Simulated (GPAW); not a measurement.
Worked example: self-consistent single point of MgCdS₂ (P4/mmm, 4 atoms in the cell) in GPAW.

Method of the run: PBEsol, GPAW PAW datasets PBEsol (made by gpaw-setup) (plane waves; GPAW 25.7.0).

The change in words: lattice scaled by 0.98. Reference geometry:
```xyz
4
Lattice="3.8077 0.0000 0.0000 0.0000 3.8077 0.0000 0.0000 0.0000 5.3857" Properties=species:S:1:pos:R:3 pbc="T T T"
Mg     1.9038     1.9038     2.6928
Cd     0.0000     0.0000     0.0000
S      0.0000     0.0000     2.6928
S      1.9038     1.9038     0.0000
```

Reference input (self-consistent single point, DFT PBEsol, plane waves, GPAW PAW datasets PBEsol (made by gpaw-setup)): mode = pw; ecut = 800 eV; xc = PBEsol; kpts = 5 5 3; mesh shift (steps) = 0 0 0; occupations.name = fermi-dirac; occupations.width = 0 eV; nbands = -6; convergence.density = 1e-05 e/electron; convergence.bands = -4; symmetry.symmorphic = false; symmetry.tolerance = 0.0005. This run's input differs from it in these lines:

```diff
@@ -5,5 +5,5 @@
 atoms = Atoms(['Mg', 'Cd', 'S', 'S'],
-              cell=[[3.807680, 0.000000, 0.000000],
-                    [0.000000, 3.807680, 0.000000],
-                    [0.000000, 0.000000, 5.385700]],
+              cell=[[3.731526, 0.000000, 0.000000],
+                    [0.000000, 3.731526, 0.000000],
+                    [0.000000, 0.000000, 5.277986]],
               scaled_positions=[[0.500000, 0.500000, 0.500000],
```

Output, abridged:

```
     iter     time        total  log10-change:
                         energy   eigst   dens
iter:   1 --:--:--   -16.773793   +0.39
iter:   2 --:--:--   -16.626222   -0.54  -1.15
iter:   3 --:--:--   -15.935762   -0.87  -1.19
iter:   4 --:--:--   -15.938339   -1.73  -1.58
iter:   5 --:--:--   -16.041380   -1.77  -1.62
iter:   6 --:--:--   -15.926898   -2.08  -1.92
iter:   7 --:--:--   -15.924229   -3.36  -2.61
iter:   8 --:--:--   -15.923743c  -3.52  -2.80
iter:   9 --:--:--   -15.923805c  -4.61  -3.26
iter:  10 --:--:--   -15.923368c  -4.14  -3.25
iter:  11 --:--:--   -15.923299c  -5.47  -3.69
iter:  12 --:--:--   -15.923293c  -5.84  -3.89
iter:  13 --:--:--   -15.923295c  -6.33  -4.00
iter:  14 --:--:--   -15.923293c  -6.90  -4.08
iter:  15 --:--:--   -15.923291c  -7.00  -4.12
iter:  16 --:--:--   -15.923291c  -7.86c -4.14
iter:  17 --:--:--   -15.923291c  -8.12c -4.18
iter:  18 --:--:--   -15.923291c  -7.64c -4.21
iter:  19 --:--:--   -15.923292c  -7.07  -4.25
iter:  20 --:--:--   -15.923292c  -8.22c -4.34
iter:  21 --:--:--   -15.923292c  -7.47c -4.39
iter:  22 --:--:--   -15.923292c  -8.20c -4.46
iter:  23 --:--:--   -15.923292c  -7.93c -4.50
iter:  24 --:--:--   -15.923292c  -8.34c -4.84
iter:  25 --:--:--   -15.923292c  -9.06c -5.15c
Converged after 25 iterations.

Dipole moment: (-0.000000, -0.000000, -0.000000) |e|*Ang

Energy contributions relative to reference atoms: (reference = -179220.394341)

Kinetic:        +27.456266
Potential:      -23.317901
External:        +0.000000
XC:             -20.264799
Entropy (-ST):   +0.000000
Local:           +0.203142
SIC:             +0.000000
--------------------------
Free energy:    -15.923292
Extrapolated:   -15.923292

Showing only first 2 kpts
 Kpt  Band  Eigenvalues  Occupancy
  0    15      5.09482    2.00000
  0    16      5.09482    2.00000
  0    17      6.56579    0.00000
  0    18      8.29240    0.00000

  1    15      4.70569    2.00000
  1    16      4.70569    2.00000
  1    17      8.13863    0.00000
  1    18      9.98956    0.00000

Fermi level: 6.16289

Gap: 0.806 eV
Transition (v -> c):
   [... lines left out ...]
Direct gap: 1.471 eV
   [... lines left out ...]
Energy (eV): -15.923292

Forces in eV/Ang:
  0 Mg   -0.00000    0.00000    0.00000
  1 Cd    0.00000    0.00000    0.00000
  2 S    -0.00000   -0.00000    0.00000
  3 S     0.00000    0.00000    0.00000

Stress tensor:
    -0.009158     0.000000     0.000000
     0.000000    -0.009158     0.000000
     0.000000     0.000000    -0.009068
Stress (GPa, Voigt): [-1.4672 -1.4672 -1.4528  0.      0.      0.    ]
```

The run converged in 25 iterations. GPAW prints stress with tension positive. Against the reference run the free energy falls by 7.1 meV/atom, the pressure goes from -3.25 to 1.46 GPa and the gap on the mesh goes from 0.700 to 0.806 eV.

The starting cell comes from a database of computed structures (which also holds hypothetical and non-ambient phases and stackings), without a prior relaxation at this level. For this run, on top of that: lattice scaled by 0.98.

Cost on one core of a shared machine: roughly 30 s.
